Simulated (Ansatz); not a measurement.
Faces of hcp Ru in 1x1 cells, as slabs relaxed from ideal cuts; for each face the lowest of the symmetric, stoichiometric cuts and spin starts that were computed. Real faces may reconstruct in larger cells. No spin-orbit coupling, no Hubbard U.

Method: PBE (plane waves to 420 eV, PAW; Ansatz, a program for electronic structure).

```csv
face,cell area (Å²),outermost plane spacing of the ideal cut (Å),γ unrelaxed (J/m²),γ relaxed (J/m²),"work function, top face (eV)"
(0001),6.41,2.15,2.71,2.62,4.99
(10-10),11.68,0.79,3.03,2.95,4.79
(10-11),13.33,0.34,3.02,[?],4.91
(10-12),17.35,1.06,3.23,3.07,4.58
(10-13),22.51,0.20,3.27,3.06,4.47
(11-20),20.24,1.36,3.48,3.40,4.43
(11-21),21.23,0.65,3.47,3.32,4.38
(11-22),23.96,1.15,3.32,3.18,4.60
(20-21),24.23,0.19,3.12,3.02,4.84
(21-30),30.91,0.30,3.45,3.35,4.50
(21-31),31.57,0.15,3.43,3.30,4.43
(21-32),33.47,0.55,3.39,3.25,4.52
(21-33),36.41,0.13,3.29,3.16,4.68
(30-31),35.63,0.39,3.13,[?],4.81
(30-32),37.32,0.74,3.11,[?],4.87
(31-40),42.12,0.22,3.50,3.29,4.40
(31-41),42.61,0.11,3.38,3.25,4.52
(31-43),46.31,0.10,3.33,3.19,4.64
```

Task: What belongs in the gaps?

Result: 
- (10-11), γ relaxed (J/m²): 2.92
- (30-31), γ relaxed (J/m²): 3.03
- (30-32), γ relaxed (J/m²): 3.01
